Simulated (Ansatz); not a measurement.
Consider the following.

```
CELL_PARAMETERS angstrom
      3.76478     0.00000     0.00000
      0.00000     3.76478     0.00000
      0.00000     0.00000     3.82050
ATOMIC_POSITIONS crystal
  N  0.00000 0.00000 0.00000
  Cu 0.50000 0.00000 0.00000
  Cu 0.00000 0.00000 0.50000
  Cu 0.00000 0.50000 0.00000
```

A single point on Cu3N with a change (uniaxial strain ε_zz = +1.48 %), its geometry relaxed with PBEsol.

Calculations: Ansatz (a program for electronic structure), PBEsol, PAW, cutoff 420 eV, noncollinear with spin-orbit coupling, earlier PAW set. Settings: 12×12×12 k-points, 0.05 eV Fermi–Dirac smearing.

### Question
What is the computed band gap?

### Answer
Zero.

### Question
Predict the pressure.

### Answer
-1.9 GPa.

Single points use the geometry relaxed with PBEsol. Stability against distortions was not tested. The cell was made from Cu3N (space group Pm-3m, No. 221) by this change: uniaxial strain ε_zz = +1.48 %. A zero or small gap of Cu3N can be the functional's error rather than a property of the material.
